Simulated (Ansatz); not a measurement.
Surface: Si(111) 1x1 surface, 6 top atoms, 3 bilayers, bottom bilayer H-capped and fixed, every top atom capped by H; cell 11.5 x 6.6 Å; two neighbouring H replaced by OH; about 7 Å thick over the host's atoms, 18 atoms held. Method: PBE-D3(BJ) (plane waves to 420 eV, PAW; Ansatz, an electronic-structure program). Sampling: 1x2x1 k points. The slab states were run without spin polarisation. No spin-orbit coupling. No Hubbard U. Results hold for this slab, coverage and mesh. All energies are electronic energies at 0 K, without vibrations. Each state was relaxed from one prepared geometry.

End state of this step: H2O attacks the fragment of TaCl5 (once exchanged) and HCl forms. Atoms near the product:

| atom | x (Å) | y (Å) | z (Å) |
|---|---|---|---|
| Ta(a0) | 5.878 | 3.414 | 12.983 |
| Cl(a1) | 7.114 | 5.159 | 13.783 |
| Cl(a2) | 3.909 | 4.797 | 13.110 |
| Cl(a3) | 5.091 | 0.110 | 16.412 |
| Cl(a4) | 7.654 | 1.937 | 13.196 |
| O(b0) | 4.824 | 2.153 | 13.990 |
| H(b1) | 5.142 | 0.865 | 15.346 |
| H(b2) | 3.900 | 2.375 | 14.196 |

**Question.** What energy does it take to move HCl into the gas, one a cell, with the surface relaxed behind it, and what are its closest contacts before it leaves?

**Answer.** 0.22 eV. Its closest contacts to the rest of the cell: H(b1)...O(b0) 1.90 Å, H(b1)...H(b2) 2.27 Å, Cl(a3)...O(b0) 3.18 Å.

Here TaCl5 is the monomer.
